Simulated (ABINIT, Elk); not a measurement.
An ABINIT input for a self-consistent single point of NbN (Fm-3m, 2 atoms in the cell) (DFT, PBE, plane waves, PAW (JTH v2.0 PBE PAW)):

```
# NbN, JTH v2.0 PBE PAW
pp_dirpath "./"
pseudos "Nb.GGA_PBE-JTH.xml, N.GGA_PBE-JTH.xml"
acell 5.7487638004 5.7487638004 5.7487638004
rprim
        -0.0000000000    0.7071067812    0.7071067812
         0.7071067812   -0.0000000000    0.7071067812
         0.7071067812    0.7071067812    0.0000000000
natom 2
ntypat 2
znucl 41 7
typat 1 2
xcart
         0.0000000000    0.0000000000    0.0000000000
         4.0649898667    4.0649898667    4.0649898667
ecut 52 Ry
pawecutdg 104 Ry
ixc 11
occopt 7
tsmear 0.00499791
nband 14
kptopt 1
ngkpt 17 17 17
nshiftk 1
shiftk 0 0 0
nstep 50
tolvrs 1.0e-11
prtwf 0
prtden 0
```

Question: Give the Elk input for the same structure, mesh, smearing and functional.

Answer: One input that does it (others would too):

```
tasks
  0

xctype
  20

rgkmax
  7.5

gmaxvr
  14.0

nxoapwlo
  1

rmtscf
  0.88

stype
  0

swidth
  0.00499791

scale
  1.889726125

avec
    0.0000000000    2.1511000000    2.1511000000
    2.1511000000    0.0000000000    2.1511000000
    2.1511000000    2.1511000000    0.0000000000

atoms
  2   : nspecies
  'Nb.in'   : spfname
  1   : natoms; atposl, bfcmt below
  0.0000000000  0.0000000000  0.0000000000    0.0 0.0 0.0
  'N.in'   : spfname
  1   : natoms; atposl, bfcmt below
  0.5000000000  0.5000000000  0.5000000000    0.0 0.0 0.0

ngridk
  17 17 17
```

Basis, cutoffs, solver keys and any potentials are the target program's own. This input uses DFT, PBE, all-electron FP-LAPW, Elk's shipped species files, LAPW+lo basis.

The starting cell has typed, rounded lattice constants, without a prior relaxation at this level. For this run, on top of that: lattice scaled by 0.98.
